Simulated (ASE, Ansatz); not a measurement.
## Fluorite PtAl2, lattice parameter a

Reference value: 5.91 Å (measured, temperature not stated, copied from a table, unchecked, not corrected to a static lattice; as tabulated in Crystal Structures 1, 239 (1963)).

Problem. Put these levels in order of the lattice parameter a that they give for fluorite PtAl2, smallest first: EMT (ASE), HSE06 (Ansatz, an electronic-structure program), Hartree–Fock (Ansatz), PBE (Ansatz).

Solution. HSE06 (5.905 Å), PBE (5.946 Å), Hartree–Fock (5.971 Å), EMT (6.329 Å)

Differences against the reference: EMT +7.09 %, PBE +0.61 %, HSE06 -0.08 %, Hartree–Fock +1.03 %.

The measured value isn't corrected to a static lattice, so vibrations enter the comparison. A static lattice is as a rule a little smaller than the measured one. The crystal itself was run without spin with HSE06, Hartree–Fock, PBE; a magnetic state was not tried in these runs. Density-functional levels without +SOC have no spin–orbit coupling. Cutoffs and k meshes differ between the levels. Ansatz's density-functional and Hartree–Fock values are scalar-relativistic unless marked +SOC, with PAW data made under PBE.

Empirical potentials (EMT) are fitted to chosen data: where that held the value shown, agreement is built in, and what lay outside the fit can be far off.

Differences are worked out from the printed values.
